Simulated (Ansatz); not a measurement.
System: Pd₃GaC (model structure, started from the Ni3MgC type, Pm-3m, No. 221, 5 atoms in the cell). Method: r²SCAN (PAW; Ansatz, an electronic-structure program).

Settings: plane-wave cutoff 560 eV, 14×14×14 k mesh, Fermi–Dirac smearing 0.05 eV, scalar-relativistic PAW data made under PBE.

Cell (relaxed at this level):

```yaml
crystal:
  lattice:
    - [4.11195, 0.00000, 0.00000]
    - [0.00000, 4.11195, 0.00000]
    - [0.00000, 0.00000, 4.11195]
  atoms:
    - { symbol: Ga, position: [0.00000, 0.00000, 0.00000] }
    - { symbol: Pd, position: [0.00000, 0.50000, 0.50000] }
    - { symbol: Pd, position: [0.50000, 0.00000, 0.50000] }
    - { symbol: Pd, position: [0.50000, 0.50000, 0.00000] }
    - { symbol: C, position: [0.50000, 0.50000, 0.50000] }
```

### Question
What does this level give for the bulk modulus B0?

### Answer

* **bulk modulus B0**: 180 GPa

The run finds no gap.

Note: the bulk modulus is −V dP/dV from two relaxed cells at ±2 % in volume; the relaxation could raise the start's symmetry but not lower it, so the cell can be a saddle point.

Computed values are for the static lattice.

A model structure was made by putting elements into a prototype or built by hand; it is no filed structure, need not be a known phase, and can be a saddle point held by its symmetry.
